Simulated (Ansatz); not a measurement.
**Polycrystal shear modulus of stishovite (SiO2) at several levels of theory**

No measured value is used here.

| level (code) | value (GPa) | cell (Å³/atom) |
|---|---|---|
| LDA (Ansatz) | (withheld) | 7.66 |
| PBE (Ansatz) | 200 | 8.05 |
| HSE06 (Ansatz) | 228 | 7.75 |

**Question.** Some entries are withheld; supply them.

**Answer.** 
- LDA (Ansatz, a quantum-chemistry and plane-wave program), value (GPa): 221

Each level is taken at its own relaxed cell. K meshes differ between the levels. Ansatz's density-functional and Hartree–Fock values are scalar-relativistic unless marked +SOC, with PAW data made under PBE.
